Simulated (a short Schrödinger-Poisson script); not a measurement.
Structure: MOS inversion layer, SiO2 on p-type Si(110), at 300 K.

```tsv
layer	material	thickness (nm)	Na (cm⁻³)
1	SiO2	3.3	-
2	Si	1400	9.9e16
```

The device is made up for the run: typed textbook-type constants, with dimensions and the other settings drawn at random. SiO2: permittivity 3.9, conduction-band edge (eV) 3.15, gap (eV) 9, electron mass (mₑ) 0.5. Si: permittivity 11.7, conduction-band edge (eV) 0, gap (eV) 1.124, Nv at 300 K (cm⁻³) 3.1e19.

Channel valleys (confinement mass, in-plane density-of-states mass, number): Δ4 0.315, 0.324, 4; Δ2 0.19, 0.417, 2. At the gate the conduction-band edge of layer 1 lies 3.7 eV − eVg above the Fermi level of the channel; the field vanishes at the back. Gaps are held at their typed values at every temperature. Mesh 0.03 nm at interfaces.

Solved with a short Schrödinger-Poisson script written for these runs: 1D Poisson equation in equilibrium, electrons quantum, Hartree (BenDaniel-Duke, 12 states a valley, the channel's in-plane mass for all, wave functions ending at the dielectric), parabolic valleys, classical holes, full ionisation, no traps, pinning or gate leakage.

At Vg = 2.85 V the centroid of the electrons lies 1.92 nm from the interface.

Estimate the gate capacitance as the dielectric in series with that distance, and compare.

The dielectric alone has 1.05 μF/cm²; in series with 1.92 nm of the channel's permittivity, 0.877 μF/cm²; the run gives 0.922 μF/cm². The estimate leaves out the density-of-states capacitance and the centroid's move with voltage.
